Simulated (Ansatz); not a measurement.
Consider a periodic stack without vacuum, rock-salt TiN (1 1 1) on Si0.75Ge0.25, ordered (1 1 1), B on 4 of 4 substrate sites at each interface (film strained to the substrate, started from cuts of the bulks and a machine-learned relaxation; slabs Ge8B8Si24 and N28Ti28, which can lie off the formulas): substrate slab Ge8B8Si24, film N28Ti28, surface cells [[0, 1], [-2, 0]] and [[1, -3], [3, -2]], film strained by -1.5 and -1.5 %, outermost planes Si/GeSi and N/Ti as cut, which need not be the usual terminations and can put a slab off its formula. Its start:

```
CELL_PARAMETERS angstrom
      7.82439     0.00000     0.02576
      3.91205     6.77603     0.01856
     -3.66355    -1.95398    24.77170
ATOMIC_POSITIONS crystal
  Ge 0.07455 0.47061 0.07011
  Ge 0.02776 0.01595 0.05933
  Ge 0.43706 0.83163 0.18570
  Ge 0.44585 0.32320 0.18971
  Ge 0.80292 0.20433 0.31988
  Ge 0.80531 0.70333 0.32121
  Ge 0.18406 0.58075 0.45886
  Ge 0.17123 0.07399 0.44039
  B  0.50470 0.94031 0.56664
  B  0.55836 0.37378 0.58093
  Si 0.55477 0.43329 0.05574
  Si 0.61105 0.94773 0.05488
  B  0.72337 0.12588 0.03116
  B  0.80807 0.66998 0.03158
  B  0.27096 0.50954 0.03207
  B  0.10500 0.20235 0.03221
  Si 0.93449 0.83640 0.19071
  Si 0.92841 0.33202 0.19059
  Si 0.09189 0.49099 0.16534
  Si 0.08581 0.99480 0.15707
  Si 0.60251 0.98110 0.15103
  Si 0.59374 0.48508 0.15212
  Si 0.30341 0.20517 0.31773
  Si 0.30620 0.70154 0.31928
  Si 0.45825 0.86229 0.28628
  Si 0.45825 0.36292 0.28720
  Si 0.96287 0.35962 0.28630
  Si 0.96534 0.85840 0.28679
  Si 0.67767 0.57239 0.45335
  Si 0.66910 0.07154 0.44691
  Si 0.81888 0.23790 0.41722
  Si 0.83405 0.72686 0.42069
  Si 0.34235 0.72386 0.41664
  Si 0.33166 0.23860 0.41386
  B  0.96311 0.05921 0.56654
  B  0.06619 0.41474 0.56740
  Si 0.24855 0.53590 0.55720
  Si 0.15820 0.11881 0.53433
  Si 0.67881 0.08959 0.54000
  Si 0.72698 0.60529 0.55346
  N  0.24860 0.68940 0.61688
  N  0.83727 0.81784 0.62709
  N  0.42319 0.96418 0.61485
  N  0.98186 0.10041 0.62135
  N  0.55020 0.26259 0.62214
  N  0.11610 0.39345 0.62333
  N  0.66973 0.49727 0.60156
  N  0.76662 0.32831 0.71734
  N  0.34345 0.46766 0.71795
  N  0.91313 0.60704 0.71785
  N  0.48328 0.75719 0.71782
  N  0.05897 0.89886 0.71768
  N  0.62645 0.03542 0.71753
  N  0.19559 0.18320 0.71550
  N  0.27748 0.97340 0.81843
  N  0.85070 0.11392 0.81844
  N  0.42157 0.26008 0.81879
  N  0.99182 0.40214 0.81827
  N  0.56279 0.54448 0.81854
  N  0.13476 0.68754 0.81827
  N  0.70441 0.83251 0.81849
  N  0.78375 0.61878 0.91880
  N  0.35878 0.76568 0.92433
  N  0.93451 0.90611 0.92067
  N  0.49916 0.04625 0.92027
  N  0.07412 0.19112 0.91887
  N  0.63888 0.34146 0.92058
  N  0.21186 0.48168 0.91879
  Ti 0.50775 0.51220 0.66810
  Ti 0.08836 0.64829 0.66561
  Ti 0.66435 0.77576 0.66526
  Ti 0.23753 0.92681 0.66413
  Ti 0.80008 0.06477 0.66549
  Ti 0.37625 0.21428 0.66782
  Ti 0.93279 0.36236 0.66543
  Ti 0.02319 0.15005 0.76678
  Ti 0.59602 0.29095 0.76746
  Ti 0.16656 0.43369 0.76709
  Ti 0.73742 0.57848 0.76766
  Ti 0.30840 0.72224 0.76769
  Ti 0.88160 0.86230 0.76701
  Ti 0.45025 0.00805 0.76725
  Ti 0.53033 0.79619 0.86860
  Ti 0.10526 0.93857 0.86863
  Ti 0.67427 0.08284 0.86762
  Ti 0.24548 0.22544 0.86760
  Ti 0.81679 0.36832 0.86777
  Ti 0.38785 0.51424 0.86874
  Ti 0.95983 0.65444 0.86767
  Ti 0.03894 0.44364 0.96701
  Ti 0.61218 0.59099 0.97058
  Ti 0.18476 0.72698 0.96952
  Ti 0.75996 0.87159 0.96555
  Ti 0.32236 0.01850 0.96935
  Ti 0.88684 0.16725 0.96574
  Ti 0.46613 0.29395 0.96565
```

The start was prepared with a machine-learned potential, and the result is one local minimum, with the in-plane cell held and forces under 0.04 eV/Å; the film can end far from its bulk form.

The numbers are results of PBE (plane waves to 420 eV, PAW; Ansatz, a quantum-chemistry and plane-wave program), not measurements. No spin–orbit coupling; the runs are not spin-polarised; PBE gaps are too small against experiment. Its k-point mesh 4×4×1, Fermi–Dirac width 0.05 eV.

Question: Predict the relaxed interface.

Answer: The interface area comes out as 53.0 Å² and the period is 24.52 Å. The heights between the nearest atoms of the two slabs at the two interfaces is 0.46 and 1.44 Å and the B–Ti contacts across the interfaces within 1.22 times the sum of covalent radii is 16, mean 2.43 Å. The Si–Ti contacts across the interfaces within 1.22 times the sum of covalent radii is 10, mean 2.99 Å. The Ge–Ti contacts across the interfaces within 1.22 times the sum of covalent radii is 6, mean 2.83 Å, the B–N contacts across the interfaces within 1.22 times the sum of covalent radii comes out as 6, mean 1.52 Å and the estimate of the barrier comes out as withheld, since the two interfaces are unlike. The slope of the mean potential energy in the substrate is +6.1 MV/cm × e.
